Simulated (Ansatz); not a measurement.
The starting structures come from a database of crystals and need not be the phases stable at ambient conditions.

# Evanescent states of WBr₆ (R-3, not sure to be the ambient phase, 7 atoms a cell, 29.4 Å³ an atom) along the normal of (110)

The numbers are results of r2SCAN (plane waves, PAW; Ansatz, a quantum-chemistry and plane-wave program), not measurements.

The gap is the functional's own. No spin-orbit coupling. Mid-gap values are interpolated on the energy grid.

Energies count from the valence-band top; κ is the least over a 6×4 mesh across the current.

```csv
E (eV),κ (1/Å),where
0.03,0.114,Γ
0.09,0.132,Γ
0.15,0.145,Γ
0.21,0.155,Γ
0.27,?,Γ
0.33,?,Γ
0.39,?,Γ
0.45,?,Γ
0.51,?,Γ
0.57,?,Γ
0.63,?,Γ
0.69,?,Γ
0.75,0.155,Γ
0.81,0.135,Γ
0.87,0.102,Γ
```

Complete the blanks.


- 0.27, κ (1/Å): 0.163
- 0.33, κ (1/Å): 0.170
- 0.39, κ (1/Å): 0.175
- 0.45, κ (1/Å): 0.178
- 0.51, κ (1/Å): 0.179
- 0.57, κ (1/Å): 0.178
- 0.63, κ (1/Å): 0.174
- 0.69, κ (1/Å): 0.167
